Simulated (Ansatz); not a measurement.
Take Rb in the bcc (W type) structure (space group Im-3m, No. 229; a = 5.571 Å; relaxed with 0.1 eV smearing) as the base.

Calculations: PBEsol/PAW in Ansatz (a program for electronic structure), no spin-orbit coupling.

Strains are applied to the cell and any free atomic positions relax.

One change was made to it. Results:

```tsv
quantity	base	after
energy relative to the base (free energy F)	0 meV/atom	+0.2 meV/atom
pressure	0.0 GPa	0.0 GPa
```

Which change produced these results?
A) isotropic strain −1.50 %
B) isotropic strain +3.00 %
C) isotropic strain +0.50 %
D) isotropic strain +2.50 %
E) isotropic strain +2.00 %

C, isotropic strain +0.50 %. For comparison, the energy relative to the base in the other runs: isotropic strain +3.00 % gives +5.8 meV/atom; isotropic strain +2.00 % gives +2.7 meV/atom; isotropic strain +2.50 % gives +4.1 meV/atom; isotropic strain −1.50 % gives +1.7 meV/atom.

Whether these cells are dynamically stable was not tested. The final runs are not spin-polarised.
